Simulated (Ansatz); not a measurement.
The starting structures come from a database of crystals and need not be the phases stable at ambient conditions.

Here is the system:

```xyz
20
Lattice="5.1539 0.0000 0.0000 2.5766 4.8944 0.0000 -0.0028 -2.7150 8.5046" Properties=species:S:1:pos:R:3 pbc="T T T"
Li     5.1493     3.9133     1.2502
Li     2.5689     2.5544     5.5008
Li     5.1558     0.7955     3.3831
Li     2.5820    -0.5672     7.6303
Nb     5.1537     0.1541     0.0493
Nb     2.5742    -1.2024     4.3016
Nb     2.5753     1.9228     2.1746
Nb     5.1519     0.5641     6.4277
O      1.8963     0.1070     3.1008
O      1.6745     0.9395     0.4899
O      4.1591     0.5819     1.6116
O      6.0558     2.7081     2.6169
O      3.5704     2.3501     3.7369
O      4.4732    -1.2527     7.3522
O      3.2557     3.2314     0.9746
O      4.2491    -0.4193     4.7430
O      1.5813    -0.7756     5.8639
O      3.4774     1.3487     6.8691
O      6.1462     0.9931     7.9892
O      5.8292     1.8725     5.2252
```

Space group of this cell: P1. The cell is taken as given; by r2SCAN its mean pressure is -5.4 GPa.

These are r2SCAN (plane waves, PAW; Ansatz, a quantum-chemistry and plane-wave program) values and carry that method's errors.

The current runs along the normal of the first two printed vectors; no spin-orbit coupling. Scaled by the factor s: all lengths (ions clamped). The meshes follow the cell: 8×8×4 and 8×6 across at s = 0.98, 8×8×4 and 8×6 across at s = 1.00, 8×6×4 and 8×6 across at s = 1.02.

```tsv
s	mean pressure (GPa)	slowest mid-gap decay constant κ (1/Å)
0.98	8.4	0.450
1.00	-5.4	0.441
1.02	-15.8	?
```

Q: Take the slope of the slowest mid-gap decay constant κ against ln s from the two given rows, extrapolate to s = 1.02, and say what the run there gives.

A: Slope = (0.450 − 0.441) / ln 0.98 = -0.445 1/Å. The line gives 0.441 + (-0.445) × ln 1.02 = 0.432 1/Å. The run gives 0.432 1/Å, as the line does.
